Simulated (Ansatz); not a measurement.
Functionals compared on the (111) surface of fluorite-type NiSi2 in its 1x1 cell (cut with top plane Si, bottom plane Si), outermost plane spacing 0.79 Å in the ideal cut, in Ansatz (plane waves, PAW). The structure was relaxed with PBE; the other rows are single points on it, each with its references at the same level. Cutoff 420 eV (500 eV for r2SCAN).

Set-up: 12 atoms, Ni4Si8, 11.0 Å thick at the start; mesh 11x11x1; 0.1 eV smearing; dipole correction on; all atoms relaxed; start symmetry kept, larger cells not searched; no spin (magnetic order not tried), no spin-orbit, no U. These notes are the PBE run's.

```csv
functional,surface energy (J/m²),work function of the top face (eV),rough cost of the single point
PBE,1.00,4.59,–
LDA,1.29,4.78,very roughly 22 core-seconds
PBEsol,1.22,4.64,about 23 core-seconds (a rough figure)
RPBE,[?],[?],roughly 20 core-seconds
r2SCAN,1.13,4.69,very roughly 50 core-seconds
```

Task: Fill in the missing entries.

Result: 
- RPBE, surface energy (J/m²): 0.86
- RPBE, work function of the top face (eV): 4.51

Ansatz is a program for electronic structure.
